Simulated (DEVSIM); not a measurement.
System: In0.49Ga0.51P/GaAs p-n heterojunction, at 300 K.

Layer 1 from the left is In0.49Ga0.51P, thickness (μm) 1.60, Na (cm⁻³) 1.2e17, τn (s) 5.6e-10, τp (s) 5.6e-10. Layer 2 from the left is GaAs, thickness (μm) 0.150, Nd (cm⁻³) 1.7e17, τn (s) 5.6e-10, τp (s) 5.6e-10.

Left contact: ohmic. Right contact: ohmic. Voltage is applied to the left contact. Recombination: SRH at mid-gap, Auger. Mobility is constant in doping.

This is a model device: material constants are rounded textbook-type values typed into the input, and sizes, dopings and lifetimes were drawn at random. Values at 300 K.

In0.49Ga0.51P: gap (eV) 1.89, affinity (eV) 4, permittivity 11.8, Nc (cm⁻³) 9e17, Nv (cm⁻³) 1.3e19, μn (cm²/Vs) 1500, μp (cm²/Vs) 80, Cn (cm⁶/s) 3e-30, Cp (cm⁶/s) 3e-30. GaAs: gap (eV) 1.424, affinity (eV) 4.07, permittivity 12.9, Nc (cm⁻³) 4.7e17, Nv (cm⁻³) 9e18, μn (cm²/Vs) 8500, μp (cm²/Vs) 400, Cn (cm⁶/s) 1e-30, Cp (cm⁶/s) 1e-30.

Model (solved in DEVSIM): 1D drift-diffusion, Boltzmann statistics, complete ionisation; no tunnelling, impact ionisation, image-force lowering or self-heating. Band offsets follow the typed affinities; no thermionic-emission limit at abrupt steps, no polarisation charge.

Task: What does the simulation give for the largest field in the device at zero bias, the potential step across the device at zero bias, the dark forward voltage at 1 A/cm², the dark forward voltage at 100 A/cm²?

Result: largest field in the device at zero bias 190000 V/cm; potential step across the device at zero bias 1.673 V; dark forward voltage at 1 A/cm² 1.159 V; dark forward voltage at 100 A/cm² 1.388 V.
